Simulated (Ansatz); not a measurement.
Take Al in the fcc (Cu type) structure (space group Fm-3m, No. 225; a = 3.9937 Å; relaxed with 0.1 eV smearing) as the base. Axes: x, y, z lie along the cube axes.

Level of theory: r2SCAN (Ansatz, an electronic-structure program; PAW; 500 eV plane waves; without spin-orbit coupling).

Now apply this change: uniaxial strain ε_xx = +1.24 %, all other strain components held at zero, atoms relaxed at fixed cell.

Problem. Predict the stress tensor and what it implies for the stiffness.

Solution. Stress of the strained cell less that of the base (GPa, compression positive):
```
   -1.6     0.0     0.0
    0.0    -0.9     0.0
    0.0     0.0    -0.9
```

Then −Δσ_ii/ε with ε = 0.0124 gives secant stiffness values (nonlinear terms included at this strain): C11 ≈ 126 GPa, C12 ≈ 69 GPa and C13 ≈ 69 GPa.

Whether these cells are dynamically stable was not tested.
